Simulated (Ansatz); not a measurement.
Consider MgO in the rock salt structure (space group Fm-3m, No. 225; a = 4.2149 Å).

All numbers come from PBEsol (Ansatz, a first-principles code, PAW, scalar-relativistic without spin-orbit coupling), earlier PAW set.

Carriers are added at fixed cell with a uniform background; the Fermi–Dirac width is that of 300 K.

One change was made to it. Results:

```csv
quantity,base,after
gap between the host's bands,4.62 eV,4.43 eV
Fermi level relative to the doped band's edge (positive inside the band; to 0.05 eV),–,+2.75 eV
gap character,direct at Γ,direct at Γ
```

**Question.** Which change produced these results?
A) electrons 1.0×10^21 cm⁻³
B) holes 1.0×10^21 cm⁻³
C) holes 7.0×10^21 cm⁻³
D) holes 2.0×10^22 cm⁻³
E) electrons 1.0×10^22 cm⁻³

**Answer.** E, electrons 1.0×10^22 cm⁻³. For comparison, the Fermi level from band edge in the other runs: holes 7.0×10^21 cm⁻³ gives +0.25 eV; electrons 1.0×10^21 cm⁻³ gives +0.85 eV; holes 2.0×10^22 cm⁻³ gives +0.40 eV; holes 1.0×10^21 cm⁻³ gives +0.05 eV.

Carriers are added with a uniform compensating background; total energy and stress of such cells depend on the potential's zero and are not compared; many-body gap narrowing is missing at this level. Stability against distortions was not tested.
